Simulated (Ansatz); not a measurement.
## A computed series for Pt: element substitutions

Base system: Pt in the fcc (Cu type) structure (space group Fm-3m, No. 225; a = 3.918 Å).

Each row replaces one element on all its sites; cell and atoms are relaxed.

Levels (all Ansatz, a first-principles code, PAW): PBEsol (420 eV, no spin-orbit coupling); r2SCAN (500 eV, without spin-orbit coupling).

Pressures by level, all at the geometries relaxed with PBEsol:

```json
[
 {"case": "base", "PBEsol": "0.0 GPa", "r2SCAN": "4.8 GPa"},
 {"case": "Pt → Au", "PBEsol": "0.0 GPa", "r2SCAN": "5.1 GPa"},
 {"case": "Pt → W", "PBEsol": "0.0 GPa", "r2SCAN": "4.5 GPa"}
]
```

Single points use the geometry relaxed with PBEsol. Their cutoffs differ, which shifts pressures a little. Stability against distortions was not tested. The final runs are not spin-polarised. This is not the structure that W has at room temperature and ambient pressure.
